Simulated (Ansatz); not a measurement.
Start from a 16-atom supercell of ScAl3 in the Cu3Au type structure (space group Pm-3m, No. 221; a = 4.106 Å) at its relaxed geometry.

Calculations: Ansatz (a program for electronic structure), PBE, PAW, cutoff 420 eV, no spin-orbit coupling.

Base values:

* **Mean distance from the defect site to its nearest host atoms**: 2.90 Å
* **Pressure**: 0.0 GPa

The change: a neutral Tl on a Al site, atoms relaxed at fixed cell, starting from a slightly rattled geometry.

Tabulated Pauling electronegativity and covalent radius: Al 1.61, 1.21 Å; Tl 1.62, 1.45 Å.

Question: Estimate the effect on the mean distance from the defect site to its nearest host atoms.

Answer: The mean distance from the defect site to its nearest host atoms increases by 0.053 Å (2.90 Å → 2.96 Å).

Question: What does the calculation give for the largest displacement of a host atom from its site in the perfect cell after the change?

Answer: The largest displacement of a host atom from its site in the perfect cell amounts to 0.06 Å.

Question: What happens to the pressure?

Answer: The pressure goes from zero to 3.0 GPa.

The cell is small, so the values are those of an ordered compound at a high defect concentration; dilute-limit values will differ. The final runs are not spin-polarised. The defect cell is not spin-polarised.
